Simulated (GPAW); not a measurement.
Band structure of Rb3Bi (Fm-3m, 4 atoms in the cell).

```xyz
4
Lattice="0.0000 4.4213 4.4213 4.4213 0.0000 4.4213 4.4213 4.4213 0.0000" Properties=species:S:1:pos:R:3 pbc="T T T"
Rb     6.6320     6.6320     6.6320
Rb     2.2107     2.2107     2.2107
Rb     4.4213     4.4213     4.4213
Bi     0.0000     0.0000     0.0000
```

Level of theory: LDA (Perdew-Wang 92), GPAW PAW datasets LDA (gpaw-data 1.0.1) (plane waves; GPAW).

Settings: mode = pw; ecut = 600 eV; xc = LDA; kpts = 9 9 9; mesh shift (steps) = 0 0 0; occupations.name = fermi-dirac; occupations.width = 0.1 eV; nbands = -10; symmetry.symmorphic = false; symmetry.tolerance = 0.0005; maxiter = 100; bandpath_npoints = 40.

The starting cell comes from a database of computed structures (which also holds hypothetical and non-ambient phases and stackings), without a prior relaxation at this level. Its lattice was rescaled by a random factor within 2.5 % of one. Spin-orbit coupling is off.

Levels in eV from the Fermi level, bands 18 to 25:
```tsv
point	18	19	20	21	22	23	24	25
Γ	-9.33	-0.63	-0.63	-0.63	-0.42	1.69	1.69	3.07
X	-9.15	-1.53	-0.45	-0.45	0.87	1.12	3.01	3.18
W	-9.14	-1.11	-1.11	-0.66	1.12	2.33	2.33	3.08
K	-9.15	-1.31	-0.96	-0.55	1.14	1.79	2.96	3.16
L	-9.17	-1.65	-0.70	-0.70	1.74	2.40	2.88	2.88
U	-9.15	-1.31	-0.96	-0.55	1.14	1.79	2.96	3.16
```

Bands cross the Fermi level along this path, so the cell is metallic at this level.
